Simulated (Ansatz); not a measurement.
Start from BP in the zinc blende structure (space group F-43m, No. 216; a = 4.5202 Å). Axes: x, y, z lie along the cube axes.

The change: the cell is compressed by 5.10 % along z with no lateral relaxation; the atoms relax in the strained cell.

Levels (all Ansatz, an electronic-structure program, PAW): PBEsol (420 eV, no SOC); r2SCAN (500 eV, spin-orbit coupling left out); HSE06 (420 eV, spin-orbit coupling left out).

At the geometry relaxed with PBEsol, these levels gave the following band gaps, in shuffled order: (a) 1.04 eV, (b) 0.25 eV, (c) 0.49 eV.

Q: Match each gap to its level.

A: (a) HSE06; (b) PBEsol; (c) r2SCAN.

Single points use the geometry relaxed with PBEsol. HSE06 was sampled on its mesh, a few special points and the semilocal edge points, so its gap is an upper bound. Whether these cells are dynamically stable was not tested. A zero or small gap of BP under uniaxial strain ε_zz = −5.10 % can be the functional's error rather than a property of the material.
